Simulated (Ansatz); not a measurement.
Point defect O interstitial in bcc Ta

Level of theory: PBE, PAW (plane waves to 420 eV; Ansatz, a program for electronic structure). Details: 54-site cell; 4×4×4 shifted k-points; start: octahedral site; no spin–orbit coupling; not converged in cell size; the relaxation kept the symmetry of the starting site.

Neighbours after relaxation, in Å: of the O atom: Ta 2.02, Ta 2.02, Ta 2.30, Ta 2.30, Ta 2.30, Ta 2.30.

Formation energies E_f are those of the neutral cell. Chemical conditions: impurity bounded by its compound with the host (Δμ(O) = -3.96 eV, bounded by Ta2O5 (C2/c); only phases computed here count, gases as isolated molecules at 0 K). Reference phases: O: O2 molecule in a box.

The name describes the start; the neighbours show where the added atom ended.

```json
[
 {"charge": "0", "moment (μB)": "not spin-polarised", "point group": "D4h", "largest move off a lattice site (Å)": "0.36", "E_f, impurity bounded by its compound with the host (eV)": "0.33"}
]
```

Point groups are those of the whole cell at tolerances of 0.03 and 0.1 Å ("near" where only the looser one holds); none is given for unsettled states.

No other site or start that was run ended lower by more than 0.1 eV.
